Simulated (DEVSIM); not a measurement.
Schottky contact on p-type Si

Device: Schottky contact on p-type Si, at 400 K.

```
layer (left to right)  material  thickness (μm)  Na (cm⁻³)  τn (s)  τp (s)
---------------------  --------  --------------  ---------  ------  ------
1                            Si            5.90     4.3e16  5.5e-7  5.5e-6
```

Left contact: Schottky, work function 4.664 eV, emission velocity 3.7e6 cm/s. Right contact: ohmic. Voltage is applied to the left contact. Recombination: SRH at mid-gap. Mobility is constant in doping.

This is a model device: material constants are rounded textbook-type values typed into the input, and sizes, dopings and lifetimes were drawn at random. Values at 300 K; Nc and Nv go as T^1.5, mobilities as T to minus their exponent, the gap by Varshni's rule with the affinity fixed.

```tsv
parameter	Si
gap (eV)	1.124
affinity (eV)	4.05
permittivity	11.7
Nc (cm⁻³)	2.86e19
Nv (cm⁻³)	3.1e19
μn (cm²/Vs)	1417
μp (cm²/Vs)	470
T exponent of μn	2.3
T exponent of μp	2.2
Varshni α (eV/K)	0.000473
Varshni β (K)	636
```

Model (solved in DEVSIM): 1D drift-diffusion, Boltzmann statistics, complete ionisation; no tunnelling, impact ionisation, image-force lowering or self-heating. Metal contacts follow the ideal Schottky-Mott rule: no Fermi-level pinning, no interface dipoles.

```yaml
potential_step_across_the_device_at_zero_bias: 0.241 V
largest_field_in_the_device_at_zero_bias: 52000 V/cm
Dark forward voltage at 100 A/cm²: 0.101 V
```

Small-signal capacitance in reverse bias (quasi-static):

```
V (V)  C (nF/cm²)
-----  ----------
0.04          114
0.1           108
0.2          94.3
0.3          84.5
0.4          77.1
0.6          66.8
0.8          59.8
1            54.6
1.3          48.8
1.6          44.5
2            40.3
```

Dark reverse current:

| V (V) | J (A/cm²) |
|---|---|
| 0.04 | 12 |
| 0.10 | 18 |
| 0.20 | 19 |
| 0.30 | 20 |
| 0.40 | 20 |
| 0.60 | 21 |
| 0.80 | 21 |
| 1.00 | 21 |
| 1.30 | 21 |
| 1.60 | 22 |
| 2.00 | 22 |
